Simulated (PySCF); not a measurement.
PySCF 2.14.0, B3LYP/def2-tzvp, df: Mo(H)5(SiH3) ([SiH3][MoH5]), 10 atoms. The geometry is a generated start, not checked to be a minimum at this level.

```
Quantity                                             Value
-------------------------  -------------------------------
task                                                energy
method                                               b3lyp
basis                                            def2-tzvp
two-electron scheme                        density fitting
mol.max_memory                                     3000 MB
mf.max_cycle                                           100
mf.init_guess                              minao (default)
mf.DIIS                                    CDIIS (default)
mf.diis_space                                  8 (default)
mf.conv_tol                                1e-09 (default)
mf.grids.level                                 3 (default)
effective core potentials  those of the basis set, past Kr
basis functions                                        125
grid points                                         120088
```

```xyz
10

Mo    -0.0067     1.0167    -0.3439
H     -1.2631     2.0958    -0.4455
H      1.2801     1.8891     0.2606
H     -0.8467     0.5094    -1.6806
H      1.2439     0.6640    -1.3811
H     -0.4626     1.0783     1.2486
Si    -0.0551    -1.3907     0.3838
H      1.1957    -1.4613     1.2545
H      0.0929    -2.5325    -0.5555
H     -1.1783    -1.8687     1.2592
```

Charge 0 and multiplicity 1 are set for this test and not shown to be the ground state.

One run each on 2 threads, 1 BLAS thread. Values of level_shift (Hartree) tried: 0 (default), 0.1, 0.3, 1.

Question: Which value of level_shift (Hartree) needs the fewest Fock builds, and what happens away from it?

Answer: Fewest Fock builds: 0 (default) with 15. The count rises to 37 at 0.3. The run ends without SCF convergence in 100 cycles at 1.

```json
[
 {"level_shift (Hartree)": "0 (default)", "Fock builds": "15", "end": "same solution"},
 {"level_shift (Hartree)": "0.1", "Fock builds": "20", "end": "same solution"},
 {"level_shift (Hartree)": "0.3", "Fock builds": "37", "end": "same solution"},
 {"level_shift (Hartree)": "1", "Fock builds": "101", "end": "no convergence"}
]
```
